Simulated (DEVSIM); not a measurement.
Device: Schottky contact on n-type GaP, at 300 K.

```tsv
layer (left to right)	material	thickness (μm)	Nd (cm⁻³)	τn (s)	τp (s)
1	GaP	6.00	1.9e17	3.6e-7	3.6e-7
2	GaP	32.0	7.5e17	3.6e-7	3.6e-7
```

Left contact: Schottky, work function 4.98 eV, emission velocity 5.8e6 cm/s. Right contact: ohmic. Voltage is applied to the left contact. Recombination: SRH at mid-gap, Auger. Mobility is μmin + (μ − μmin)/(1 + (N/Nref)^α).

Constants are typed, rounded textbook-type inputs, not results; the design itself was drawn at random and stands for no fabricated device. Values at 300 K.

```
parameter         GaP
-------------  ------
gap (eV)         2.26
affinity (eV)     3.8
permittivity     11.1
Nc (cm⁻³)      1.8e19
Nv (cm⁻³)      1.9e19
μn (cm²/Vs)       250
μp (cm²/Vs)       150
μn,min             10
μp,min             10
Nref,n         4.4e18
Nref,p           1e18
αn                0.8
αp               0.85
Cn (cm⁶/s)      1e-30
Cp (cm⁶/s)      1e-30
```

Model (solved in DEVSIM): 1D drift-diffusion, Boltzmann statistics, complete ionisation; no tunnelling, impact ionisation, image-force lowering or self-heating. Metal contacts follow the ideal Schottky-Mott rule: no Fermi-level pinning, no interface dipoles.

Base results: dark forward voltage at 100 A/cm² (V) 0.898.

### Question
What follows from this one change: thickness of layer 2 32 → 11 μm?

### Answer
dark forward voltage at 100 A/cm² 0.898 → 0.890 V.

### Question
What follows from this one change: thickness of layer 1 6 → 1.2 μm?

### Answer
dark forward voltage at 100 A/cm² 0.898 → 0.892 V.
